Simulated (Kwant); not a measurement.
Model system: wire with a side stub in a CdTe two-dimensional gas. Effective mass 0.096 mₑ, grid spacing 3.3 nm, hard walls, nominal width 80 nm (25 grid rows, so walls 85.8 nm apart), one parabolic valley, scattering region 240 nm long along x; energies count from the band bottom; Fermi energy swept from 0.00048962 to 0.0058143 eV. Closed stub on one side, 50 nm wide and 89 nm deep.

Constants are typed, rounded textbook-type inputs, not results; the design itself was drawn at random and stands for no fabricated device.

Computed with Kwant: effective-mass tight-binding model on a square grid, one spin, coherent transport at 0 K. Conductance is in e²/h.

Problem. How many channels do the leads carry at E = 1.83, 4.07 meV?

Solution. The hard-wall thresholds are n² ħ²π²/(2mW²) = n² × 0.532 meV with W = 85.8 nm. √(1.83/0.532) = 1.86, so 1. √(4.07/0.532) = 2.77, so 2.
